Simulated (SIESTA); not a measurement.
Worked example: self-consistent single point of K (Im-3m, 1 atom in the cell) in SIESTA.

Method of the run: SIESTA with GGA PBE, numerical atomic orbitals DZP, PseudoDojo PBE stringent norm-conserving potentials (rewritten from UPF to PSML).

The change in words: lattice scaled by 0.98; pseudopotentials: PseudoDojo PBE standard → PseudoDojo PBE stringent; MeshCutoff: 400 Ry → 220 Ry. Reference geometry:
```yaml
crystal:
  lattice:
    - [-2.65320, 2.65320, 2.65320]
    - [2.65320, -2.65320, 2.65320]
    - [2.65320, 2.65320, -2.65320]
  atoms:
    - { symbol: K, position: [0.00000, 0.00000, 0.00000] }
```

Reference input (self-consistent single point, DFT, GGA PBE, numerical atomic orbitals DZP, PseudoDojo PBE standard norm-conserving potentials (rewritten from UPF to PSML)): XC.functional = GGA; XC.authors = PBE; potentials = PseudoDojo PBE standard; PAO.BasisSize = DZP; PAO.EnergyShift = 0.005 Ry; MeshCutoff = 400 Ry; kgrid.MonkhorstPack = 9 9 9; OccupationFunction = FD; ElectronicTemperature = 1160.45 K; MaxSCFIterations = 150; SCF.Mixer.Method = Pulay; SCF.Mixer.Weight = 0.2. This run's input differs from it in these lines:

```diff
@@ -1,2 +1,2 @@
-# files in the folder: K.psml (PseudoDojo PBE standard)
+# files in the folder: K.psml (PseudoDojo PBE stringent)
 SystemName  K
@@ -9,7 +9,7 @@
 %endblock ChemicalSpeciesLabel
-LatticeConstant              4.595477 Ang
+LatticeConstant              4.503568 Ang
 %block LatticeVectors
-    -0.577350295    0.577350295    0.577350295
-     0.577350295   -0.577350295    0.577350295
-     0.577350295    0.577350295   -0.577350295
+    -0.577350225    0.577350225    0.577350225
+     0.577350225   -0.577350225    0.577350225
+     0.577350225    0.577350225   -0.577350225
 %endblock LatticeVectors
@@ -24,3 +24,3 @@
 PAO.EnergyShift              0.005 Ry
-MeshCutoff                   400 Ry
+MeshCutoff                   220 Ry
 %block kgrid.MonkhorstPack
```

The program printed (abridged):

```
        iscf     Eharris(eV)        E_KS(eV)     FreeEng(eV)     dDmax    Ef(eV) dHmax(eV)
   scf:    1     -816.988470     -817.427690     -817.447971  0.590007 -2.839990  1.455077
   scf:    2     -817.449513     -817.438782     -817.459065  0.025143 -2.861197  1.082579
   scf:    3     -817.462486     -817.451989     -817.472274  0.069709 -2.922669  0.012924
   scf:    4     -817.451909     -817.451954     -817.472245  0.004054 -2.932159  0.053268
   scf:    5     -817.452008     -817.451984     -817.472275  0.003322 -2.929346  0.000893
   scf:    6     -817.451984     -817.451984     -817.472275  0.000063 -2.929294  0.000117
mix: Pulay -- inversion failed, > SVD [rank/size] 2 / 5
   scf:    7     -817.451984     -817.451984     -817.472275  0.000007 -2.929299  0.000002
SCF Convergence by DM+H criterion
max |DM_out - DM_in|         :     0.0000073597
max |H_out - H_in|      (eV) :     0.0000015453
SCF cycle converged after 7 iterations

Using DM_out to compute the final energy and forces

siesta: E_KS(eV) =             -817.4520

siesta: E_KS - E_eggbox =      -817.4520

siesta: Atomic forces (eV/Ang):
     1    0.000000   -0.000000    0.000000
   Tot    0.000000   -0.000000    0.000000
   Max    0.000000
   Res    0.000000    sqrt( Sum f_i^2 / 3N )
   Max    0.000000    constrained

Stress tensor Voigt[x,y,z,yz,xz,xy] (kbar):       -4.88       -4.88       -4.88        0.01        0.01        0.01
(Free)E + p*V (eV/cell)     -817.2580
Target enthalpy (eV/cell)     -817.4723

siesta: Program's energy decomposition (eV):
siesta: FreeEng =      -817.472275

siesta: Stress tensor (static) (eV/Ang**3):
   [... lines left out ...]
siesta: Cell volume =         70.315033 Ang**3
siesta:           4.88220308          4.88220308  kBar
   [... lines left out ...]

mulliken: Atomic and Orbital Populations:

Species: K
Atom  Qatom  Qorb
               3s      4s      4s      3py     3pz     3px     4py     4pz
               4px
   1  9.000   1.991   0.564   0.079   2.021   2.021   2.021   0.101   0.101
              0.101

mulliken: Qtot =        9.000

Mulliken Atomic Populations:
Atom #   charge [q] valence [e]  Species
     1     0.000000    9.000000  K
 Total     0.000000
```

The run converged in 7 iterations. Against the reference run the pressure goes from 0.19 to 0.49 GPa.

The starting cell has typed, rounded lattice constants, without a prior relaxation at this level. Its lattice was rescaled by up to half a per cent. For this run, on top of that: lattice scaled by 0.98. Values carry the incompleteness of an atom-centred basis.
